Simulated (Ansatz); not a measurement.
# BN: pressure series

Base system: BN in the h-BN type structure (space group P6_3/mmc, No. 194; layered, stacked along the Cartesian z axis).

Space group P6₃/mmc (No. 194); a = b = 2.506 Å, c = 6.616 Å, α = β = 90.00°, γ = 120.00°

```json
[
 {"atom": "B", "site": "2c", "symmetry": "-6m2", "x": "0.3333", "y": "0.6667", "z": "0.2500"},
 {"atom": "N", "site": "2d", "symmetry": "-6m2", "x": "0.6667", "y": "0.3333", "z": "0.2500"}
]
```

Cell and atoms are relaxed at each pressure.

Calculations: PBE-D3(BJ) (Ansatz, a quantum-chemistry and plane-wave program, PAW, no SOC), earlier PAW set.

```tsv
change	band gap	smallest direct gap	density
base	4.24 eV	4.64 eV	2.29 g/cm³
pressure 0.9 GPa	4.19 eV	4.60 eV	2.36 g/cm³
pressure 2.1 GPa	4.14 eV	4.51 eV	2.42 g/cm³
pressure 4.5 GPa	4.09 eV	4.41 eV	2.53 g/cm³
pressure 9 GPa	4.03 eV	4.33 eV	2.68 g/cm³
pressure 15 GPa	3.96 eV	4.35 eV	2.83 g/cm³
pressure 22.5 GPa	3.91 eV	4.36 eV	2.98 g/cm³
pressure 30 GPa	3.86 eV	4.43 eV	3.11 g/cm³
```

From pressure 22.5 GPa on, the axis ratios lie over 15 % from the base's, so the cell there is far from its starting form. Load acts through the strain it causes; cell and atoms are relaxed under it. No phonon test of stability was made. Competing high-pressure phases were not computed.
